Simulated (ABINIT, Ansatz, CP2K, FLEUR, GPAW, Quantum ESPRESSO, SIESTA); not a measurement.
Code comparison for WSi2 (I4/mmm, 3 atoms in the cell)

Self-consistent single point.

```xyz
3
Lattice="-1.6050 1.6050 3.9150 1.6050 -1.6050 3.9150 1.6050 1.6050 -3.9150" Properties=species:S:1:pos:R:3 pbc="T T T"
Si     0.0000     0.0000     5.2069
Si     0.0000     0.0000     2.6231
W      0.0000     0.0000     0.0000
```

All programs got the same cell, k-point mesh and kind of occupations (in Ansatz's words: kpoints.mp_grid.grid = 10 10 10; scf.occupations.method = fermi_dirac; scf.occupations.width = 0.0073 Ry); potentials, basis and cutoffs are each program's usual ones.

| code | model | pressure (GPa) | largest force (eV/Å) | k-points | cutoff |
|---|---|---|---|---|---|
| Quantum ESPRESSO | PBE, PseudoDojo standard norm-conserving (PBE) pseudopotentials | 3.97 | 0.118 | 102 | 75 Ry |
| FLEUR | PBE, all-electron FLAPW (FLEUR), scalar-relativistic valence | – | 0.120 | 102 | Kmax 4.5 1/bohr |
| Ansatz | PBE, default PAW files | 3.87 | 0.115 | 102 | default |
| SIESTA | GGA PBE, numerical atomic orbitals DZP, PseudoDojo PBE standard norm-conserving potentials (rewritten from UPF to PSML) | 6.20 | 0.143 | 560 | grid 400 Ry |
| GPAW | PBE, GPAW PAW datasets PBE (gpaw-data 1.0.1) | 4.62 | 0.129 | 102 | 550 eV |
| ABINIT | PBE, PAW (JTH v2.0 PBE PAW) | 3.82 | 0.119 | 102 | 544 eV |
| CP2K | PBE, GPW, DZVP-MOLOPT-SR-GTH basis, GTH-PBE potentials (GTH_POTENTIALS) | 3.58 | 0.110 | 504 | grid 500 Ry |

A dash marks a value that a program does not give, or that is left out as unsure.

The spread over the programs that give each value: pressure within 2.62 GPa; largest force within 0.033 eV/Å.

The starting cell has typed, rounded lattice constants, without a prior relaxation at this level. On Ansatz's run: Spin-orbit coupling is off. Spin polarisation is off. In the base run, with a pressure of about 4 GPa the cell is away from its equilibrium volume at this level.

**Question.** Why do the programs differ, and what cannot be compared?

**Answer.** Differences of this kind can come from the potentials, where these differ, and from what each basis and cutoff leave unconverged. The valence holds different numbers of electrons (Quantum ESPRESSO 22, FLEUR 52, Ansatz (a program for electronic structure) 22, SIESTA 22, GPAW 22, ABINIT 22, CP2K 22). The zero of total energies and Fermi levels follows the potentials and each program's conventions, so they are not compared here. SIESTA and CP2K use small atom-centred bases, whose incompleteness enters pressures, forces and empty levels differently from a plane-wave cutoff. FLEUR treats all electrons, but the usual bases taken here (sphere radii, linearisation, local orbitals, empty states) were not tested for convergence, so the values are no reference for the others. Ansatz's pressure is given at a fixed set of plane waves, as the other plane-wave codes print theirs; with its correction for the finite basis it is 3.92 GPa. Ansatz's smearing width was typed in Ry to four decimals, so it matches the others to a few per cent. The programs reduce the same mesh by symmetry to different extents, which changes the work and not the result. In the pressure, SIESTA (by 2.28) lies more than 1 GPa from the median of the plane-wave programs.

Left out of this page: Elk (not drawn, or without a comparable value).

Keys are those of Ansatz 0.2.
